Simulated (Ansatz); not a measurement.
S on the 1x1 (111) surface of fcc Pt, one in a 2x2 cell, energies for each (27.3 Å²). Energies are against ⅛ S8(g), without zero-point or thermal terms; each row is named by its start.

Calculation: PBE (plane waves to 420 eV, PAW; Ansatz, a first-principles code).

Model: 17-atom slab, 6.9 Å thick at the start under the adsorbate (thin: gaps and levels are the slab's own), 6x6x1 mesh, Fermi-Dirac 0.1 eV, dipole correction, 8 atoms held, the rest relaxed; each run with such symmetry as its start has; spin where the adsorbate may keep a moment, no spin-orbit, no U, no dispersion correction.

A negative adsorption energy means that the adsorbate is more stable on the surface than in its reference. Heights count from the host atoms within 0.3 Å of the top one.

```csv
starting site,E_ads (eV),height (Å),nearest host atom (Å),bonded to,Δ work function (eV),lateral drift (Å),moment (μB)
top Pt,0.26,2.22,Pt 2.17,Pt,0.08,0.0,1.4
hollow Pt-Pt-Pt over Pt at depth 2.3 Å,-1.69,1.59,Pt 2.27,3 Pt,-0.64,0.0,–
hollow Pt-Pt-Pt over Pt at depth 4.6 Å,-1.90,1.57,Pt 2.27,3 Pt,-0.60,0.0,–
bridge Pt-Pt (span 2.8 Å),-1.90,1.56,Pt 2.27,3 Pt,-0.60,0.8,–
```
